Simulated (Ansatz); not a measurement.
# PtTe2 (space group P-3m1, No. 164; layered)

```xyz
3
Lattice="4.0523 0.0000 0.0000 -2.0261 3.5094 0.0000 0.0000 0.0000 5.0964" Properties=species:S:1:pos:R:3 pbc="T T T"
Pt     0.0000     0.0000     0.0000
Te     0.0000     2.3396     1.3604
Te     2.0261     1.1698     3.7360
```

Computed with PBE-D3(BJ) in Ansatz (plane waves to 420 eV, PAW, no spin-orbit coupling). Γ-centred 13×13×9 mesh, Fermi–Dirac width 0.05 eV.

```yaml
volume_per_atom: 24.16 Å³
density: 10.32 g/cm³
band_gap: zero
total_energy: -8828.580 eV/atom (σ→0; compares only within this code and set-up)
```

Stability against distortions was not tested. The final runs are not spin-polarised.

Ansatz is a quantum-chemistry and plane-wave program.
